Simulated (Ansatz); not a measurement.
Worked example: self-consistent single point of Ir₃Rh (I4mm, 4 atoms in the cell) in Ansatz (a program for electronic structure).

Method of the run: PBEsol, default PAW files made with PBE (plane waves; Ansatz).

The change in words: lattice scaled by 0.98; basis.ecutrho_ratio: default → 3. Reference geometry:
```xyz
4
Lattice="-1.9248 1.9248 3.8542 1.9248 -1.9248 3.8542 1.9248 1.9248 -3.8542" Properties=species:S:1:pos:R:3 pbc="T T T"
Ir     0.0000     1.9248     1.9271
Ir     1.9248     0.0000     1.9271
Ir     0.0000     0.0000     3.9042
Rh     0.0000     0.0000     0.0000
```

Reference input (self-consistent single point, DFT, PBEsol, plane waves, default PAW files made with PBE): basis.ecutwfc = 420 eV; kpoints.mp_grid.grid = 8 8 8; hamiltonian.xc = pbesol; hamiltonian.pseudopotentials = {kind: paw} (the program's default PAW files); scf.occupations.method = fermi_dirac; scf.occupations.width = 0.1 eV. This run's input differs from it in these lines:

Ansatz 0.2 input:
```diff
@@ -2,5 +2,5 @@
   lattice:
-    - [-1.924847, 1.924847, 3.854238]
-    - [1.924847, -1.924847, 3.854238]
-    - [1.924847, 1.924847, -3.854238]
+    - [-1.886350, 1.886350, 3.777153]
+    - [1.886350, -1.886350, 3.777153]
+    - [1.886350, 1.886350, -3.777153]
   atoms:
@@ -12,2 +12,3 @@
   ecutwfc: 420.0 eV
+  ecutrho_ratio: 3
 kpoints:
```

The program printed (abridged):

```
SCF iter   1: F=—  HF=-41735.894010 eV  |F-HF|=—  |Δ(HF+E_count)|=         —  Δρ=9.97e-3  dr2=6.00e-2  ethr=1.77e-3  ⟨swp⟩=5.7  Hψ=8159  notcnv=0
all-band conjugate gradients solve this SCF's bands
preconditioner: auto → Kerker (q_TF=auto, 2.837 Å⁻¹)
SCF iter   2: F=—  HF=-41735.890444 eV  |F-HF|=—  |Δ(HF+E_count)|=   3.57e-3  Δρ=4.48e-3  dr2=1.16e-2  ethr=8.82e-5  ⟨swp⟩=1.0  Hψ=2891  notcnv=0
SCF iter   3: F=—  HF=-41735.889346 eV  |F-HF|=—  |Δ(HF+E_count)|=   1.10e-3  Δρ=7.09e-4  dr2=1.29e-4  ethr=1.70e-5  ⟨swp⟩=2.4  Hψ=4010  notcnv=0
SCF iter   4: F=—  HF=-41735.889350 eV  |F-HF|=—  |Δ(HF+E_count)|=   3.54e-6  Δρ=7.92e-5  dr2=5.52e-6  ethr=1.90e-7  ⟨swp⟩=2.1  Hψ=3265  notcnv=0
SCF iter   5: F=—  HF=-41735.889352 eV  |F-HF|=—  |Δ(HF+E_count)|=   2.51e-6  Δρ=2.66e-5  dr2=5.63e-7  ethr=8.12e-9  ⟨swp⟩=2.0  Hψ=2959  notcnv=0
SCF iter   6: F=-41735.889352 eV  HF=-41735.889352 eV  |F-HF|=5.86e-9  |Δ(HF+E_count)|=   9.02e-8  Δρ=5.13e-6  dr2=1.27e-8  ethr=1.47e-10  ⟨swp⟩=4.6  Hψ=8136  notcnv=0
SCF 1 converged in 6 iterations: F = -41735.889352 eV  dr2 = 1.27e-8
Free energy (F): -41735.889352 eV
Internal energy: -41735.764843 eV  (E = F + TS)
E sigma→0 (E₀):  -41735.827098 eV
Entropy (-TS):   -0.124508 eV (-31.127 meV/atom)
Fermi energy:    26.200893 eV
--- Forces (eV/Å), atoms counted from 1 ---
  atom   1  Ir    -0.00000000     0.00000000     0.39065320
  atom   2  Ir     0.00000000     0.00000000     0.39065320
  atom   3  Ir    -0.00000000     0.00000000    -0.92092999
  atom   4  Rh     0.00000000     0.00000000     0.13961401
--- Stress (GPa, compression-positive) ---
       13.824317       0.000000      -0.000000
        0.000000      13.824317       0.000000
       -0.000000      -0.000000      13.915347
  P = ⅓ Tr σ = 13.8547 GPa (138.547 kbar)
  The stress holds the Pulay correction, which leaves out the density cutoff's part. Without it, at fixed plane waves, as pw.x and ABINIT print it …
settings of this run that can trade accuracy for cost: basis.ecutrho_ratio < 4. Do not mix this run's numbers with those of runs without the same settings …
```

The run converged in 6 iterations. Against the reference run the free energy goes up by 9.8 meV/atom, the pressure goes from -8.74 to 13.85 GPa and the largest force goes from 0.676 to 0.921 eV/Å. The full log also holds: “WARN basis.ecutrho_ratio = 3 (ecutrho = 1260 eV) is below the records' recommended cutoff”.

The starting cell comes from a database of computed structures (which also holds hypothetical and non-ambient phases and stackings), without a prior relaxation at this level. Its lattice was rescaled by up to half a per cent. One atom was moved a little off its site on purpose. For this run, on top of that: lattice scaled by 0.98. Spin polarisation is off. Ansatz's pressure includes its estimate of the finite-basis (Pulay) stress. The cutoff lies below the one recommended for these files.
